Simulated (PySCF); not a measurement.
PySCF 2.14.0, B3LYP/def2-svp, df: Ca(Br)(NMe2)(NH3)2 (C[N](C)[Ca](<-[NH3])(<-[NH3])[Br]), 19 atoms. The geometry is a generated start, not checked to be a minimum at this level.

```yaml
task: energy
method: b3lyp
basis: def2-svp
two_electron_scheme: density fitting
mol.max_memory: 3000 MB
mf.max_cycle: 100
mf.conv_tol: 1e-09 (default)
mf.grids.level: 3 (default)
basis_functions: 186
grid_points: 228488
```

```xyz
19

Ca     0.6300    -0.7415    -0.9870
Br     0.2306     0.8587    -3.0264
N      0.1264     0.2852     0.8208
C      0.3251    -0.3325     2.1062
C     -1.1264     0.9917     0.8082
H      0.2929     0.4226     2.9114
H     -0.4461    -1.0902     2.3542
H      1.3030    -0.8189     2.1352
H     -2.0006     0.3307     1.0063
H     -1.1469     1.7750     1.5834
H     -1.2657     1.4760    -0.1630
N      2.7103     0.6657    -0.5079
H      3.6022     0.6509    -0.0219
H      1.9904     0.9789     0.1545
H      2.7629     1.3704    -1.2398
N     -1.7438    -1.7247    -1.8639
H     -2.4617    -1.4907    -1.1830
H     -2.0105    -2.6029    -2.3026
H     -1.7721    -1.0042    -2.5847
```

With the defaults (mf.init_guess = minao, mf.DIIS = CDIIS, mf.diis = true, mf.diis_space = 8, mf.level_shift = 0, mf.damp = 0, mf.diis_start_cycle = 1, newton = off) it converges in 14 Fock builds. One run each on 2 threads, 1 BLAS thread, with these changes:
- mf.DIIS = EDIIS
- mf.init_guess = 1e
- mf.level_shift = 0.1 Hartree
- mf.diis = false, mf.damp = 0.7, mf.diis_start_cycle = 999
- mf.diis_space = 5
- mf.damp = 0.3, mf.diis_start_cycle = 4
- newton = Hessian by the SCF's own integrals
- mf.diis = false
- mf.init_guess = sap

Problem. Which of these changes keep the SCF from converging, or lead it to another solution?

Solution. No convergence: mf.init_guess = 1e; mf.DIIS = EDIIS; mf.diis = false (the run ends without SCF convergence in 100 cycles). The rest reach the solution of the defaults.

```tsv
setting	Fock builds	end
the defaults	14	same solution
mf.diis_space = 5	15	same solution
mf.level_shift = 0.1 Hartree	16	same solution
mf.damp = 0.3, mf.diis_start_cycle = 4	18	same solution
mf.init_guess = sap	22	same solution
mf.diis = false, mf.damp = 0.7, mf.diis_start_cycle = 999	28	same solution
newton = Hessian by the SCF's own integrals	42	same solution
mf.init_guess = 1e	101	no convergence
mf.DIIS = EDIIS	101	no convergence
mf.diis = false	101	no convergence
```

Under newton the count holds the products with the orbital Hessian.
